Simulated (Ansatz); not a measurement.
bcc Ca (high-temperature phase), treated with BLYP (PAW; Ansatz, a quantum-chemistry and plane-wave program).

Numerical settings: plane-wave cutoff 520 eV, 18×18×18 k mesh, Fermi–Dirac smearing 0.05 eV, scalar-relativistic PAW data made under PBE.

Cell (relaxed at this level):

```yaml
crystal:
  lattice:
    - [-2.19341, 2.19341, 2.19341]
    - [2.19341, -2.19341, 2.19341]
    - [2.19341, 2.19341, -2.19341]
  atoms:
    - { symbol: Ca, position: [0.00000, 0.00000, 0.00000] }
```

Estimate the bulk modulus B0 and pressure derivative B′ of the bulk modulus that the calculation returns.


- bulk modulus B0 = 15.1 GPa
- pressure derivative B′ of the bulk modulus = 3.4

The run finds no gap.

Note: symmetry holds this phase in the static calculation, where it need not be a minimum.

Static lattice: no zero-point or thermal effects.

It cost about 50 core-seconds (a rough figure) of CPU time.
